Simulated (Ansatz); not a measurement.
Relaxation of the outer planes of the (10-10) surface of wurtzite ZnO in its 1x1 cell (cut with top plane O + Zn, bottom plane O + Zn), outermost plane spacing 0.95 Å in the ideal cut.

Calculation: PBE (plane waves to 420 eV, PAW; Ansatz, an electronic-structure program).

Slab: 28 atoms, O14Zn14, 18.0 Å thick at the start; k 8x5x1, smearing 0.025 eV, dipole-corrected; all atoms relaxed; symmetry of the start imposed; no spin, no spin-orbit, no U.

```
plane   atoms  bulk spacing to the next (Å)  relaxed spacing (Å)  change (%)         rumpling (Å)
-----  ------  ----------------------------  -------------------  ----------  -------------------
1      Zn + O                         0.947           (withheld)  (withheld)           (withheld)
2      Zn + O                         1.893                1.973         4.2  0.13 (Zn outermost)
```

Q: Some entries are withheld; supply them.

A: 
- 1, relaxed spacing (Å): 0.711
- 1, change (%): -24.9
- 1, rumpling (Å): 0.33 (O outermost)
